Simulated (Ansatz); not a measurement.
**CdSe: pressure series**

Start from CdSe in the wurtzite structure (space group P6_3mc, No. 186; a = 4.383 Å, c = 7.155 Å).

Cell and atoms are relaxed at each pressure.

Level of theory: Ansatz (a quantum-chemistry and plane-wave program), PBE, PAW, cutoff 420 eV, without spin-orbit coupling, earlier PAW set.

Base values:

```
Quantity                        Result
-----------------------------  -------
Width of the top valence band  1.56 eV
```

Question: The aim is a width of the top valence band between 1.94 eV and 2.10 eV. Which of these changes reaches it?
A. pressure 9 GPa
B. pressure 30 GPa
C. pressure 4.2 GPa

Answer: A, pressure 9 GPa. It gives 2.01 eV; pressure 30 GPa gives 3.06 eV; pressure 4.2 GPa gives 1.79 eV. Changes not listed may reach it too

The levels and masses belong to the bands next to the band gap. Load acts through the strain it causes; cell and atoms are relaxed under it. Stability against distortions was not tested. Measured, CdSe leaves this structure (for rock salt) near 2.72 GPa (temperature not stated; as listed in Datta, Sujoy, Jana, Debnarayan, arXiv (2020)), on rising pressure, with hysteresis.
